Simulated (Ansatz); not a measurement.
**ZnO, pressure series**

Base system: ZnO in the wurtzite structure (space group P6_3mc, No. 186).

```cif
data_O2Zn2
_chemical_formula_sum 'Zn2 O2'
_space_group_name_H-M_alt 'P63mc'
_space_group_IT_number 186
_space_group_name_Hall 'P 6c -2c'
_cell_length_a 3.27991
_cell_length_b 3.27991
_cell_length_c 5.29408
_cell_angle_alpha 90.000
_cell_angle_beta 90.000
_cell_angle_gamma 120.000
loop_
_atom_site_label
_atom_site_type_symbol
_atom_site_symmetry_multiplicity
_atom_site_Wyckoff_symbol
_atom_site_fract_x
_atom_site_fract_y
_atom_site_fract_z
_atom_site_occupancy
Zn1 Zn 2 b 0.66667 0.33333 0.00214 1
O1 O 2 b 0.33333 0.66667 0.12306 1
```

Cell and atoms are relaxed at each pressure.

Level of theory: PBE, PAW, 420 eV (Ansatz, a program for electronic structure; spin-orbit coupling left out), earlier PAW set.

```csv
change,lattice parameter a,band gap,electron mass
base,3.280 Å,0.74 eV,0.14 mₑ (at Γ)
pressure −2 GPa,3.297 Å,?,0.13 mₑ (at Γ)
pressure −1 GPa,3.289 Å,0.73 eV,0.13 mₑ (at Γ)
pressure 0.3 GPa,?,0.74 eV,0.14 mₑ (at Γ)
pressure 0.7 GPa,3.274 Å,0.75 eV,0.14 mₑ (at Γ)
pressure 1.5 GPa,?,0.76 eV,0.14 mₑ (at Γ)
pressure 3 GPa,3.256 Å,0.77 eV,0.14 mₑ (at Γ)
pressure 5 GPa,3.242 Å,?,0.14 mₑ (at Γ)
pressure 7.5 GPa,3.224 Å,0.81 eV,0.15 mₑ (at Γ)
pressure 10 GPa,3.208 Å,0.84 eV,0.15 mₑ (at Γ)
```

Question: Some entries are withheld; estimate them.

Answer: 
- pressure −2 GPa, band gap: 0.72 eV
- pressure 0.3 GPa, lattice parameter a: 3.278 Å
- pressure 1.5 GPa, lattice parameter a: 3.268 Å
- pressure 5 GPa, band gap: 0.79 eV

Load acts through the strain it causes; cell and atoms are relaxed under it. Effective masses come from finite differences of ±0.01 Å⁻¹. Whether these cells are dynamically stable was not tested. Measured, ZnO leaves this structure (for rock salt) near 9.1 GPa (temperature not stated; as listed in Datta, Sujoy, Jana, Debnarayan, arXiv (2020)), on rising pressure, with hysteresis.
